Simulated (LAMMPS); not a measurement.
Pressure dependence of Si (diamond structure) at 1010 K, from the crystal.

Model: classical MD, pair style meam, file AlSiMgCuFe.meam, run in LAMMPS.

```csv
P (GPa),state,volume,coordination number
0,crystal; no diffusion seen in 30 ps,20.895 ± 0.002 Å³/atom,4.00 (counted to 3.10 Å)
2,crystal; no diffusion seen in 30 ps,20.420 ± 0.001 Å³/atom,4.00 (counted to 3.02 Å)
5,crystal; no diffusion seen in 30 ps,19.802 ± 0.002 Å³/atom,4.00 (counted to 3.06 Å)
```

Caution (rows 2; 5): a run this short can hold a crystal over, or a liquid under, the potential's own melting point, which these runs don't give.

Estimate the isothermal bulk modulus at zero pressure. A parabola P(ln V) through the three points gives −dP/d ln V = 82 GPa at zero pressure.

States go by the mean squared displacement: a species diffuses where it passes 1.5 Å², still rises and gives D over 1e-6 cm²/s; a crystal has left its structure where atoms lie 0.35 Å off their sites on average or a cubic box changes its shape by 3 %, or the axial ratios of another lie 8 % off the starting cell's, which the potential's own relaxation can also do.

Errors shown are sampling errors alone.
